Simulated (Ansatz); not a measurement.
MnSO4 (Cmcm, No. 63), treated with PBE0 in Ansatz (plane waves, PAW).

Numerical settings: plane-wave cutoff 500 eV, 6×6×4 k mesh (along the axes of the cell as run), gaussian smearing 0.02 eV, spin-polarised start, scalar-relativistic PAW data made under PBE.

Cell (relaxed with r²SCAN):

```
CELL_PARAMETERS angstrom
      2.64276    -4.02992     0.00000
      2.64276     4.02992     0.00000
      0.00000     0.00000     6.79595
ATOMIC_POSITIONS crystal
  Mn 0.00000 0.00000 0.00000
  Mn 0.00000 0.00000 0.50000
  S  0.64709 0.35291 0.75000
  S  0.35291 0.64709 0.25000
  O  0.23135 0.30799 0.25000
  O  0.76865 0.69201 0.75000
  O  0.30799 0.23135 0.75000
  O  0.69201 0.76865 0.25000
  O  0.25317 0.74683 0.42971
  O  0.74683 0.25317 0.57029
  O  0.74683 0.25317 0.92971
  O  0.25317 0.74683 0.07029
```

Question: Predict the band gap.

Answer: 
band gap: 5.65 eV (on the SCF k mesh)

Note: the magnetic order was assumed, not searched for or taken from measurement; cell and atoms aren't relaxed at this level (largest force component 0.43 eV/Å, pressure -0.6 GPa).

Static lattice: no zero-point or thermal effects.

Ansatz is a first-principles code.
